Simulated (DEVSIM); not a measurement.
Device: illuminated Si n-on-p cell, one wavelength, with a back-surface field, at 400 K.

```
layer (left to right)  material  thickness (μm)  Nd (cm⁻³)  Na (cm⁻³)  τn (s)  τp (s)  absorption coefficient (cm⁻¹)
---------------------  --------  --------------  ---------  ---------  ------  ------  -----------------------------
1                            Si           0.700     8.9e18          -  8.2e-6  2.1e-7                           2200
2                            Si            40.0          -     9.6e16  1.3e-5  1.3e-5                           2200
3                            Si           0.620          -     1.7e18  1.3e-5  1.3e-5                           2200
```

Left contact: ohmic, minority hole recombination velocity 20 cm/s. Right contact: ohmic, minority electron recombination velocity 5000 cm/s. Voltage is applied to the left contact. Recombination: SRH at mid-gap, radiative, Auger. Gap narrowing is on: ΔEg = 6.92 meV × (l + √(l² + 0.5)), l = ln(N/1.3e17 cm⁻³), shared equally by both band edges. Light enters at the left, 2.7e17 photons cm⁻² s⁻¹, one pass, no reflection. Mobility is constant in doping.

This is a model device: material constants are rounded textbook-type values typed into the input, and sizes, dopings and lifetimes were drawn at random. Values at 300 K; Nc and Nv go as T^1.5, mobilities as T to minus their exponent, the gap by Varshni's rule with the affinity fixed.

```csv
parameter,Si
gap (eV),1.124
affinity (eV),4.05
permittivity,11.7
Nc (cm⁻³),2.86e19
Nv (cm⁻³),3.1e19
μn (cm²/Vs),1417
μp (cm²/Vs),470
T exponent of μn,2.3
T exponent of μp,2.2
B (cm³/s),4.7e-15
Cn (cm⁶/s),2.8e-31
Cp (cm⁶/s),9.9e-32
Varshni α (eV/K),0.000473
Varshni β (K),636
```

Simulated with DEVSIM: 1D drift-diffusion, Boltzmann statistics, complete ionisation; no tunnelling, impact ionisation, image-force lowering or self-heating.

The photon flux was swept, all else fixed.

| photon flux (cm^-2 s^-1) | open-circuit voltage (V) | fill factor | short-circuit current (mA/cm²) | largest power (mW/cm²) |
|---|---|---|---|---|
| 8.1e15 | 0.343 | 0.69 | 1.28 | 0.303 |
| 2.7e16 | 0.384 | 0.71 | 4.26 | 1.17 |
| 8.1e16 | 0.422 | 0.73 | 12.8 | 3.95 |
| 2.7e17 | ? | ? | ? | 14.8 |
| 8.1e17 | 0.502 | 0.76 | 128 | 48.8 |
| 2.7e18 | 0.544 | 0.77 | 426 | 179 |
| 8.1e18 | 0.582 | 0.78 | 1280 | 582 |

**Question.** What belongs in the gaps?

**Answer.** 
- 2.7e17, open-circuit voltage (V): 0.464
- 2.7e17, fill factor: 0.75
- 2.7e17, short-circuit current (mA/cm²): 42.6
